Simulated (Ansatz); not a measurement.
## Effect of pressure −1 GPa on HgSe

The parent structure is HgSe in the zinc blende structure (space group F-43m, No. 216; a = 6.133 Å).

The change: a negative pressure, −1 GPa.

Method: plane-wave PAW DFT at the PBEsol level (Ansatz, a quantum-chemistry and plane-wave program, 420 eV), no spin-orbit coupling. Settings: 9×9×9 k-points, 0.05 eV Fermi–Dirac smearing.

- Volume per atom: 29.44 Å³ (base 28.84 Å³)
- Density: 7.88 g/cm³ (base 8.05 g/cm³)
- Lattice parameter a: 6.176 Å (base 6.133 Å)
- Shortest interatomic distance: 2.674 Å (base 2.656 Å)
- Enthalpy H = E + PV relative to the base's energy: -0.18 eV/atom
- Band gap: zero (base zero)

Cost of the whole job for the changed cell (relaxation, final SCF and bands): very roughly 19 core-seconds.

A case with no gap was solved on a k-mesh chosen for an insulator, which is coarse for it. With Hg present, leaving out spin-orbit coupling can change the band edges. Load acts through the strain it causes; cell and atoms are relaxed under it. Stability against distortions was not tested. The final runs are not spin-polarised. The zero or small gap of HgSe can change with the level of theory.
